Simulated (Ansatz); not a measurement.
AlN (P6_3mc), r2SCAN with spin-orbit coupling, rigid bands in Ansatz (an electronic-structure program): N_c = 4.40e18 cm⁻³ at 300 K and an electron conductivity mass of 0.319 mₑ along x (a = (3.11, 0.00, 0.00) Å; b = (-1.55, 2.69, 0.00) Å; c = (0.00, 0.00, 4.98) Å).

Problem. For 1e17 electrons per cm³ at 300 K, place the Fermi level, estimate the Seebeck coefficient of a parabolic band with constant τ, and give mobility and conductivity for τ = 20 fs.

Solution. The level lies k_BT ln(N_c/n) = 0.098 eV below the conduction-band minimum. S ≈ −(k_B/e)[ln(N_c/n) + 5/2] = -542 μV/K, against -540 μV/K from the full bands (mean over directions). μ = eτ/m = 110 cm²/(V·s) and σ = neμ = 1.77 S/cm. τ is assumed, not computed.

Band transport and this doping are assumed; polarons and phonon drag are left out.
